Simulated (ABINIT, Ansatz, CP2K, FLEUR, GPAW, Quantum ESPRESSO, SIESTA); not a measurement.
# K3Sr (P6_3/mmc, 8 atoms in the cell) computed with different codes at matched settings

Self-consistent single point, at a second geometry (lattice scaled by 0.98). First geometry:

```
K3Sr
1.0
    9.05956     0.00000     0.00000
   -4.52978     7.84581     0.00000
    0.00000     0.00000     7.39045
K Sr
6 2
Direct
  0.33589   0.16795   0.75000
  0.66411   0.83205   0.25000
  0.16795   0.33589   0.25000
  0.83205   0.66411   0.75000
  0.83205   0.16795   0.75000
  0.16795   0.83205   0.25000
  0.66667   0.33333   0.25000
  0.33333   0.66667   0.75000
```

Shared settings, as Ansatz (a first-principles code) writes them: kpoints.mp_grid.grid = 2 2 2; scf.occupations.method = fermi_dirac; scf.occupations.width = 0.136 eV. Potentials and cutoffs stand in the table.

| code | model | ΔF from the first geometry (meV/atom) | pressure (GPa) | cutoff |
|---|---|---|---|---|
| CP2K | PBEsol, GPW, DZVP-MOLOPT-PBE-GTH basis, GTH-PBE potentials (POTENTIAL_UZH) | 7.7 | 0.51 | grid 500 Ry |
| GPAW | PBEsol, GPAW PAW datasets PBEsol (made by gpaw-setup) | 4.4 | 0.35 | 600 eV |
| FLEUR | PBEsol, all-electron FLAPW (FLEUR), scalar-relativistic valence | 4.4 | – | Kmax 3.8 1/bohr |
| ABINIT | PBEsol, norm-conserving pseudopotentials (PseudoDojo nc-sr-04 PBEsol standard) | 4.4 | 0.36 | 37 Ha |
| Ansatz | PBEsol, PAW files made with PBE | 4.4 | 0.36 | 420 eV |
| SIESTA | GGA PBEsol, numerical atomic orbitals TZP, PseudoDojo PBEsol standard norm-conserving potentials (rewritten from UPF to PSML) | 22.2 | 1.18 | grid 350 Ry |
| Quantum ESPRESSO | PBEsol, PseudoDojo standard norm-conserving (PBESOL) pseudopotentials | 4.4 | 0.36 | 75 Ry |

A dash marks a value that a program does not give, or that is left out as unsure.

The spread over the programs that give each value: ΔF from the first geometry within 17.8 meV/atom; pressure within 0.83 GPa.

CP2K and SIESTA use small atom-centred bases, whose incompleteness enters pressures, forces and empty levels differently from a plane-wave cutoff. FLEUR treats all electrons, but the usual bases taken here (sphere radii, linearisation, local orbitals, empty states) were not tested for convergence, so the values are no reference for the others. Ansatz's pressure is given at a fixed set of plane waves, as the other plane-wave codes print theirs.

The shared mesh is coarse (it stands for a supercell whose shortest vector is 14 Å), so the values are not converged in it.

The starting cell comes from a database of computed structures (which also holds hypothetical and non-ambient phases and stackings), without a prior relaxation at this level. Its lattice was rescaled by a random factor within 2.5 % of one. For this run, on top of that: lattice scaled by 0.98.

Keys are those of Ansatz 0.2.
